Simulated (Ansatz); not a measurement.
Start from Ru in the hcp (Mg type) structure (space group P6_3/mmc, No. 194).

```
Ru
1.0
    2.69188     0.00000     0.00000
   -1.34594     2.33123     0.00000
    0.00000     0.00000     4.24566
Ru
2
Cartesian
  0.00000   1.55416   3.18424
  1.34594   0.77708   1.06141
```

Cartesian axes are those of the cell as printed.

All numbers come from PBEsol (Ansatz, an electronic-structure program; PAW; 420 eV plane waves; spin-orbit coupling left out).

The change: an isotropic linear strain of −3.00 %, atoms relaxed at fixed cell.

Predict the stress tensor and what it implies for the stiffness.

Stress of the strained cell less that of the base (GPa, compression positive):
```
   38.6     0.0     0.0
    0.0    38.6     0.0
    0.0     0.0    41.2
```

Then B = −ΔP/(ΔV/V₀) with ΔV/V₀ = -0.0873 gives secant stiffness values (nonlinear terms included at this strain): B (at held cell shape, above the free-shape value) ≈ 452 GPa.

As a check, the harmonic strain energy −½ V₀ Δσ:ε is 150 meV/atom; the computed energy rise is 131 meV/atom.

No phonon test of stability was made. All final runs are without spin polarisation.
